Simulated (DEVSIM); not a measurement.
Device: abrupt InP n-p junction, at 300 K.

Layer 1 from the left is InP, thickness (μm) 0.340, Nd (cm⁻³) 4.8e15, τn (s) 3.9e-8, τp (s) 3.9e-8. Layer 2 from the left is InP, thickness (μm) 20.0, Na (cm⁻³) 9.9e15, τn (s) 3.9e-8, τp (s) 3.9e-8.

Left contact: ohmic. Right contact: ohmic. Voltage is applied to the left contact. Recombination: SRH at mid-gap. Mobility is μmin + (μ − μmin)/(1 + (N/Nref)^α).

The device is made up for the run: typed textbook-type constants, with dimensions and the other settings drawn at random. Values at 300 K.

InP: gap (eV) 1.344, affinity (eV) 4.38, permittivity 12.5, Nc (cm⁻³) 5.7e17, Nv (cm⁻³) 1.1e19, μn (cm²/Vs) 5200, μp (cm²/Vs) 170, μn,min 400, μp,min 10, Nref,n 3e17, Nref,p 4.9e17, αn 0.47, αp 0.62.

Model (solved in DEVSIM): 1D drift-diffusion, Boltzmann statistics, complete ionisation; no tunnelling, impact ionisation, image-force lowering or self-heating.

Q: What does the simulation give for the dark forward voltage at 100 A/cm², the potential step across the device at zero bias, the dark forward voltage at 1 A/cm²?

A: dark forward voltage at 100 A/cm² 1.263 V; potential step across the device at zero bias 1.039 V; dark forward voltage at 1 A/cm² 0.893 V.
